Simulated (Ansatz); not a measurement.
Consider SnO2 in the rutile structure (space group P4_2/mnm, No. 136; a = 4.769 Å, c = 3.211 Å). Axes: x, y, z lie along a, b, c of the conventional cell.

Computed with DFT with PBEsol, PAW potentials and a 420 eV plane-wave cutoff in Ansatz (an electronic-structure program), no spin-orbit coupling, earlier PAW set.

Strains are applied to the cell and any free atomic positions relax; under biaxial strain the out-of-plane vector relaxes too.

One change was made to it. Results:

| quantity | base | after |
|---|---|---|
| valence-band top at Γ (three highest levels, from the VBM) | 0.00, -0.77, -0.77 eV | 0.00, -0.81, -0.81 eV |
| band gap | 0.92 eV | 1.44 eV |
| gap character | direct at Γ | direct at Γ |

Q: Which of these changes matches the shifts?
A) isotropic strain −1.53 %
B) biaxial strain −1.91 %, plane normal [001], relaxed out of plane
C) isotropic strain −3.10 %

A: A, isotropic strain −1.53 %. For comparison, the band gap in the other runs: isotropic strain −3.10 % gives 2.01 eV; biaxial strain −1.91 %, plane normal [001], relaxed out of plane gives 1.10 eV.

Whether these cells are dynamically stable was not tested.
